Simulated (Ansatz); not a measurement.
The starting structures come from a database of crystals and need not be the phases stable at ambient conditions.

 Where the default PAW files enter, the runs use the earlier of Ansatz's two default sets.

Here is the system:

```yaml
crystal:
  lattice:
    - [4.18680, 0.00000, 0.00000]
    - [0.00000, 5.97678, 0.00000]
    - [2.09340, 2.98839, 3.53830]
  atoms:
    - { symbol: Rb, position: [0.74374, 0.74374, 0.51252] }
    - { symbol: Rb, position: [0.25626, 0.25626, 0.48748] }
    - { symbol: O, position: [0.00000, 0.37312, 0.00000] }
    - { symbol: O, position: [0.00000, 0.62688, 0.00000] }
```

Space group of this cell: Immm. The cell is taken as given; by PBEsol its mean pressure is -1.1 GPa.

Transport runs along the normal of the first two printed cell vectors.

The gap is the functional's own, uncorrected, and κ follows it; spin-orbit coupling is left out. Mid-gap values are interpolated between the computed energies.

Task: Give the band gap and the smallest decay constant κ at mid-gap that PBEsol run with Ansatz (an electronic-structure program) yields.

Result: Gap 1.79 eV on a 8×8×8 mesh; κ = 0.334 1/Å, at (0.000, 0.167) of the in-plane reciprocal vectors. At the zone centre, at the nearest computed energy, the slowest state has κ = 0.38 1/Å.
